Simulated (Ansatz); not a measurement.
Functionals compared on a constructed model of the (100) surface of fcc Pt, a pseudomorphic layer of Ge in the host's stacking (bottom of the slab: a bare face, its two planes held), in Ansatz (plane waves, PAW). The structure was relaxed with PBE; the other rows are single points on it. Cutoff 420 eV (500 eV for r2SCAN).

Model: 7-atom slab, 11.7 Å thick at the start, 13x13x1 mesh, Fermi-Dirac 0.1 eV, dipole correction, 2 atoms held, the rest relaxed; symmetry of the start imposed; no spin, no spin-orbit, no U. It is one candidate, not shown to be the stable structure of the face. These notes are the PBE run's.

```csv
functional,work function of the top face (eV),rough cost of the single point
PBE,4.80,–
RPBE,___,about 40 core-seconds (a rough figure)
r2SCAN,4.98,about 90 core-seconds (a rough figure)
```

### Question
What belongs in the gaps?

### Answer

- RPBE, work function of the top face (eV): 4.70

Ansatz is a quantum-chemistry and plane-wave program.
